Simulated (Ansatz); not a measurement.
**Hypothetical R-3m RuS2: pressure 7.5 GPa**

Consider RuS2 in the CdCl2 type structure (space group R-3m, No. 166; a = 3.250 Å, c = 15.672 Å (hexagonal axes); a hypothetical phase, not in the database extracts checked; layered, stacked along the Cartesian z axis).

It is then changed as follows: cell and atoms relaxed at a pressure of 7.5 GPa.

The values are results of PBEsol-D3(BJ) (Ansatz, an electronic-structure program; PAW; 420 eV plane waves; spin-orbit coupling left out), not measurements. Γ-centred 17×17×17 mesh, Fermi–Dirac width 0.05 eV.

- Volume per atom: 14.19 Å³ (base 15.92 Å³)
- Density: 6.44 g/cm³ (base 5.74 g/cm³)
- Lattice parameter a: 3.083 Å (base 3.250 Å)
- c/a ratio: 5.033 (base 4.823)
- Shortest interatomic distance: 2.340 Å (base 2.346 Å)
- Enthalpy H = E + PV relative to the base's energy: +0.70 eV/atom
- Band gap: zero (base zero)

Load acts through the strain it causes; cell and atoms are relaxed under it. No phonon test of stability was made. Competing high-pressure phases were not computed. All final runs are without spin polarisation. RuS2 has a high density of states at the Fermi level and may be magnetic at this level.
